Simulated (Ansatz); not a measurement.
The starting structures come from a database of crystals and need not be the phases stable at ambient conditions.

 Where the default PAW files enter, the runs use the earlier of Ansatz's two default sets.

By PBEsol, the system below comes out a metal.

A figure of merit of an interconnect metal is its ballistic conductance per area.

```
CELL_PARAMETERS angstrom
      4.62550     0.00000     0.00000
     -2.31275     4.00580     0.00000
      0.00000     0.00000     6.31890
ATOMIC_POSITIONS crystal
  V  0.50000 0.50000 0.16667
  V  0.00000 0.50000 0.50000
  V  0.50000 0.00000 0.83333
  Si 0.32499 0.16250 0.50000
  Si 0.16250 0.32499 0.83333
  Si 0.83750 0.16250 0.16667
  Si 0.67501 0.83751 0.50000
  Si 0.83750 0.67501 0.83333
  Si 0.16250 0.83751 0.16667
```

Space group of this cell: P6_222. The cell is strained (lengths across the current scaled by 1.02, ions clamped); by PBEsol its mean pressure is -7.0 GPa.

The current flows along the normal of the first two printed cell vectors, the (001) (indices of the unstrained crystal) plane of the conventional cell. No spin-orbit coupling; the value is a mean over 0.1 eV about the Fermi level.

### Question
Give the ballistic conductance per area that Ansatz (a program for electronic structure) with PBEsol yields.

### Answer
0.40 × 10¹⁵ S/m² for both spins.
